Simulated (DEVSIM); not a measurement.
System: abrupt Si n-p junction, at 300 K.

| layer (left to right) | material | thickness (μm) | Nd (cm⁻³) | Na (cm⁻³) | τn (s) | τp (s) |
|---|---|---|---|---|---|---|
| 1 | Si | 15.0 | 1.3e15 | - | 2.6e-6 | 2.6e-6 |
| 2 | Si | 25.0 | - | 1.6e17 | 2.6e-6 | 2.6e-6 |

Left contact: ohmic. Right contact: ohmic. Voltage is applied to the left contact. Recombination: SRH at mid-gap, radiative, Auger. Mobility is constant in doping.

Constants are typed, rounded textbook-type inputs, not results; the design itself was drawn at random and stands for no fabricated device. Values at 300 K.

| parameter | Si |
|---|---|
| gap (eV) | 1.124 |
| affinity (eV) | 4.05 |
| permittivity | 11.7 |
| Nc (cm⁻³) | 2.86e19 |
| Nv (cm⁻³) | 3.1e19 |
| μn (cm²/Vs) | 1417 |
| μp (cm²/Vs) | 470 |
| B (cm³/s) | 4.7e-15 |
| Cn (cm⁶/s) | 2.8e-31 |
| Cp (cm⁶/s) | 9.9e-32 |

Model (solved in DEVSIM): 1D drift-diffusion, Boltzmann statistics, complete ionisation; no tunnelling, impact ionisation, image-force lowering or self-heating.

**Question.** Give the dark reverse current.

**Answer.** 
```
V (V)  J (A/cm²)
-----  ---------
0.20      6.6e-9
0.50      1.3e-8
1.00      2.1e-8
1.50      2.8e-8
2.00      3.4e-8
3.00      4.3e-8
4.00      5.2e-8
5.00      6.0e-8
6.50      7.0e-8
8.00      7.9e-8
10.00     9.0e-8
```
